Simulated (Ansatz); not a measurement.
Take HfS$_{2}$ in the CdI2 type structure (space group P-3m1, No. 164; layered, stacked along the Cartesian z axis) as the base.

```cif
data_HfS2
_chemical_formula_sum 'Hf1 S2'
_space_group_name_H-M_alt 'P 1'
_space_group_IT_number 1
_cell_length_a 3.60570
_cell_length_b 3.60570
_cell_length_c 5.76762
_cell_angle_alpha 90.000
_cell_angle_beta 90.000
_cell_angle_gamma 120.000
loop_
_space_group_symop_operation_xyz
  'x, y, z'
loop_
_atom_site_label
_atom_site_type_symbol
_atom_site_fract_x
_atom_site_fract_y
_atom_site_fract_z
_atom_site_occupancy
Hf1 Hf 0.00000 0.00000 0.00000 1
S1 S 0.33333 0.66667 0.25252 1
S2 S 0.66667 0.33333 0.74748 1
```

The values are results of PBE-D3(BJ) (Ansatz, an electronic-structure program), without spin-orbit coupling, not measurements.

For the base:

The pressure is 0.00 GPa.

Modification: the cell is scaled by 1.0300 in all directions; the atoms relax in the strained cell.

Task: How does this affect the pressure?

Result: The pressure (mean of the normal stresses, compression positive) goes from zero to -3.41 GPa.

Task: Predict the new energy relative to the base.

Result: The energy grows by 23 meV/atom.

Task: Predict the new largest internal atomic displacement.

Result: The largest internal atomic displacement amounts to 0.087 Å.

Stability against distortions was not tested.
